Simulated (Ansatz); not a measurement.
Band structure of TiGaNi6 (P4/mmm, 8 atoms in the cell).

```
TiGaNi6
1.0
    3.51159     0.00000     0.00000
    0.00000     3.51159     0.00000
    0.00000     0.00000     6.94035
Ti Ga Ni
1 1 6
Direct
  0.00000   0.00000   0.50000
  0.00000   0.00000   0.00000
  0.50000   0.50000   0.00000
  0.50000   0.50000   0.50000
  0.50000   0.00000   0.24810
  0.50000   0.00000   0.75190
  0.00000   0.50000   0.24810
  0.00000   0.50000   0.75190
```
Moments meant for the start (each program seeds them in its own way; μB, in the order of the atoms Ti Ga Ni Ni Ni Ni Ni Ni): 0.0 0.0 2.0 2.0 2.0 2.0 2.0 2.0.

Level of theory: LDA (PW92), PAW files made with PBE (plane waves; Ansatz, a program for electronic structure).

Settings: kpoints.mp_grid.grid = 5 5 3; hamiltonian.xc = lda; hamiltonian.pseudopotentials = {kind: paw} (an earlier, softer set of the program's PAW files); magnetization.spin_polarized = true; scf.occupations.method = gaussian; scf.occupations.width = 0.272 eV; kpoints.band_path.npoints = 8.

The starting cell comes from a database of computed structures (which also holds hypothetical and non-ambient phases and stackings), without a prior relaxation at this level. Its lattice was rescaled by a random factor within 2.5 % of one. The starting moments vanished: the run ended non-magnetic, which need not be the lowest state. The program warned that a starting moment was not kept.

Levels in eV from the Fermi level, bands 64 to 71 of the first spin channel:
```json
[
 {"point": "Γ", "64": "-0.02", "65": "0.03", "66": "0.03", "67": "1.39", "68": "1.39", "69": "1.64", "70": "1.73", "71": "1.73"},
 {"point": "X", "64": "-1.08", "65": "-0.99", "66": "-0.55", "67": "0.04", "68": "0.96", "69": "1.12", "70": "1.19", "71": "1.63"},
 {"point": "M", "64": "-0.90", "65": "-0.72", "66": "-0.50", "67": "-0.23", "68": "-0.23", "69": "-0.20", "70": "1.32", "71": "1.32"},
 {"point": "Z", "64": "-0.53", "65": "-0.22", "66": "-0.02", "67": "-0.02", "68": "0.87", "69": "0.87", "70": "1.65", "71": "2.16"},
 {"point": "R", "64": "-0.77", "65": "-0.77", "66": "-0.55", "67": "-0.50", "68": "0.86", "69": "1.08", "70": "1.08", "71": "1.94"},
 {"point": "A", "64": "-0.66", "65": "-0.57", "66": "-0.44", "67": "-0.42", "68": "0.33", "69": "0.33", "70": "1.27", "71": "1.27"}
]
```

Bands cross the Fermi level along this path, so the cell is metallic at this level.

The net moment of the cell came out as 0.00 μB.

Keys are those of Ansatz 0.2.
